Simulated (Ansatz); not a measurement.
Response to strain in KBr

Start from KBr in the rock salt structure (space group Fm-3m, No. 225).

```xyz
2
Lattice="0.0000 3.2745 3.2745 3.2745 0.0000 3.2745 3.2745 3.2745 0.0000" Properties=species:S:1:pos:R:3 pbc="T T T"
K      0.0000     0.0000     0.0000
Br     3.2745     3.2745     3.2745
```

Cartesian axes are those of the cell as printed.

Strains are applied to the cell and any free atomic positions relax.

Method: plane-wave PAW DFT at the PBEsol level (Ansatz, a quantum-chemistry and plane-wave program, 420 eV), scalar-relativistic without spin-orbit coupling.

Candidates:
(a) uniaxial strain ε_zz = +3.00 %
(b) uniaxial strain ε_zz = −1.50 %
(c) uniaxial strain ε_zz = +2.00 %
(d) uniaxial strain ε_zz = −0.50 %

For the base:

The band gap is 4.34 eV.

Problem. Order them by band gap, lowest first.

Solution. (a) uniaxial strain ε_zz = +3.00 % (4.26 eV), (c) uniaxial strain ε_zz = +2.00 % (4.29 eV), (d) uniaxial strain ε_zz = −0.50 % (4.35 eV), (b) uniaxial strain ε_zz = −1.50 % (4.37 eV)

Whether these cells are dynamically stable was not tested.
